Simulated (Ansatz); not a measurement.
Start from InP in the zinc blende structure (space group F-43m, No. 216; a = 5.960 Å).

(Cell as relaxed with PBE.)

Levels (all Ansatz, a quantum-chemistry and plane-wave program, PAW): PBE (420 eV, spin-orbit coupling left out); r2SCAN (500 eV, scalar-relativistic without spin-orbit coupling).

Each level relaxes its own structure.

```
base                      PBE    r2SCAN
-------------------  --------  --------
volume per atom      26.46 Å³  25.76 Å³
lattice parameter a   5.960 Å   5.907 Å
band gap              0.44 eV   1.03 eV
```

Perturbation: cell and atoms relaxed at a pressure of 100 GPa.

| quantity | PBE | r2SCAN |
|---|---|---|
| smallest direct gap | 2.76 eV | [?] |
| volume per atom | 15.69 Å³ | [?] |
| band gap | 0.57 eV | [?] |
| shift of the gap caused by the change | +0.13 eV | [?] |

Q: Predict the r2SCAN column.

A: 
- smallest direct gap, r2SCAN: 3.35 eV
- volume per atom, r2SCAN: 15.68 Å³
- band gap, r2SCAN: 0.82 eV
- shift of the gap caused by the change, r2SCAN: -0.21 eV

PBE's smallest direct gap lies 0.59 eV below r2SCAN's; PBE's band gap lies 0.25 eV below r2SCAN's; PBE's shift of the gap caused by the change lies 0.34 eV above r2SCAN's. Neither level is exact; r2SCAN is the comparison here, not a measurement.

Load acts through the strain it causes; cell and atoms are relaxed under it. No phonon test of stability was made. Measured, InP leaves this structure (for rock salt) near 9.8 GPa (temperature not stated; as listed in Datta, Sujoy, Jana, Debnarayan, arXiv (2020)).
